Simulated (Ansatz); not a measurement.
TiO2 (C2/m, No. 12, 12 atoms in the cell; start mp-554278; a measured phase of this formula has another space group), treated with r²SCAN-D4 (PAW; Ansatz, a first-principles code).

Settings: plane-wave cutoff 500 eV, 12×12×6 k mesh (along the axes of the cell as run), gaussian smearing 0.02 eV, no spin polarisation, scalar-relativistic PAW data made under PBE.

Cell (relaxed at this level):

```
TiO2
1.0
    6.08155    -1.86221    -0.00536
    6.08155     1.86221    -0.00536
   -1.91127     0.00000     6.26500
Ti O
4 8
Direct
  0.80568   0.80568   0.71739
  0.19432   0.19432   0.28261
  0.10059   0.10059   0.70970
  0.89941   0.89941   0.29030
  0.05844   0.05844   0.37079
  0.94156   0.94156   0.62921
  0.63852   0.63852   0.70607
  0.36148   0.36148   0.29393
  0.13251   0.13251   0.00357
  0.86749   0.86749   0.99643
  0.73589   0.73589   0.34687
  0.26411   0.26411   0.65313
```

Problem. Give the computed band gap.

Solution. 
- band gap: 3.22 eV (on the SCF k mesh)

Note: the relaxation could not lower the start's symmetry, so the cell can be a saddle point above a distorted one.

The computed numbers hold no vibrational or temperature effects.

A start named mp-… is a Materials Project structure, which need not be a measured phase.
